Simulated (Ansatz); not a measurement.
Consider MgTe in the zinc blende structure (space group F-43m, No. 216; a = 6.438 Å). Axes: x, y, z lie along the cube axes.

The values are results of PBEsol in Ansatz (plane waves to 420 eV, PAW, without spin-orbit coupling), earlier PAW set, not measurements.

For the base:

```
Quantity               Result
-------------  --------------
Band gap              2.35 eV
Electron mass  0.16 mₑ (at Γ)
```

Modification: uniaxial stress, 3 GPa tension along x, with the cell and atoms free to relax against it.

Problem. How does this affect the strain response?

Solution. The strain response (xx, yy, zz) is (+10.73, −4.00, −4.00) %.

Problem. Predict the new band gap.

Solution. The band gap drops by 0.404 eV, from 2.35 eV to 1.94 eV.

Problem. Estimate the effect on the electron mass.

Solution. The electron mass changes from 0.16 mₑ (at Γ) to 0.15 mₑ along x, 0.16 mₑ across (at Γ).

With Te present, leaving out spin-orbit coupling can change the band edges. Masses are band curvatures over ±0.01 Å⁻¹ around the edge. Beyond what the load breaks, stability against distortions was not tested.

Ansatz is an electronic-structure program.
